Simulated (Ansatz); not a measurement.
Base system: GaAs in the zinc blende structure (space group F-43m, No. 216).

```
CELL_PARAMETERS angstrom
      0.00000     2.80140     2.80140
      2.80140     0.00000     2.80140
      2.80140     2.80140     0.00000
ATOMIC_POSITIONS crystal
  Ga 0.00000 0.00000 0.00000
  As 0.25000 0.25000 0.25000
```

Cartesian axes are those of the cell as printed.

Calculations: LDA (Ansatz, a program for electronic structure), no spin-orbit coupling.

Strains are applied to the cell and any free atomic positions relax; under biaxial strain the out-of-plane vector relaxes too.

One change was made to it. Results:

```json
[
 {"quantity": "energy relative to the base (free energy F)", "base": "0 meV/atom", "after": "+0.4 meV/atom"},
 {"quantity": "band gap", "base": "0.49 eV", "after": "0.41 eV"}
]
```

**Question.** Which change produced these results?
(A) biaxial strain +2.50 %, plane normal [111], relaxed out of plane
(B) biaxial strain −2.50 %, plane normal [111], relaxed out of plane
(C) biaxial strain +0.42 %, plane normal [111], relaxed out of plane
(D) biaxial strain −2.08 %, plane normal [111], relaxed out of plane

**Answer.** C, biaxial strain +0.42 %, plane normal [111], relaxed out of plane. For comparison, the band gap in the other runs: biaxial strain +2.50 %, plane normal [111], relaxed out of plane gives 0.13 eV; biaxial strain −2.08 %, plane normal [111], relaxed out of plane gives 0.60 eV; biaxial strain −2.50 %, plane normal [111], relaxed out of plane gives 0.61 eV.

No phonon test of stability was made. The zero or small gap of GaAs under biaxial strain +2.50 %, plane normal [111], relaxed out of plane can change with the level of theory.
